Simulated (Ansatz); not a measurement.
GaP (R3m), r2SCAN with spin-orbit coupling, rigid bands (Ansatz, a quantum-chemistry and plane-wave program): Condition of this run: uniaxial stress along [111] of 1.4 GPa (compression positive) (the target of the relaxation). band gap 1.75 eV, N_c = 4.13e19 cm⁻³ and N_v = 1.01e19 cm⁻³ at 300 K, conductivity masses of 0.342 mₑ (electrons) and 0.386 mₑ (holes). Take k_BT = 0.02585 eV.

**Question.** What built-in voltage has an abrupt junction with N_A = 1e17 and N_D = 1e17 cm⁻³, all dopants ionised?

**Answer.** V_bi = E_g/e − (k_BT/e) ln(N_c N_v/(N_A N_D)) = 1.75 − 0.02585 × 10.64 = 1.47 V. It follows the computed gap one for one.

**Question.** A film of it is 2 nm thick. Estimate the confinement energies in an infinite well.

**Answer.** ħ²π²/(2m t²) = 0.376 eV·nm²/(m/mₑ × t²) gives 275 meV for electrons and 244 meV for holes, so the gap would widen to about 2.27 eV. Finite barriers and nonparabolic bands lower this, and with several valleys or bands the heaviest mass along the normal sets the lowest level, not this average.

**Question.** Find the intrinsic carrier density and the intrinsic Fermi level.

**Answer.** n_i = √(N_c N_v) exp(−E_g/2k_BT) = 2.04e19 × exp(−33.85) = 4.1e4 cm⁻³. The level lies (k_BT/2) ln(N_v/N_c) = -18 meV from mid-gap (positive towards the conduction band). Each 0.1 eV added to the gap lowers n_i by a factor of 6.9.

Rigid, parabolic bands with the computed gap; masses take one relaxation time for all states. Geometry: cell and atoms relaxed with PBEsol.
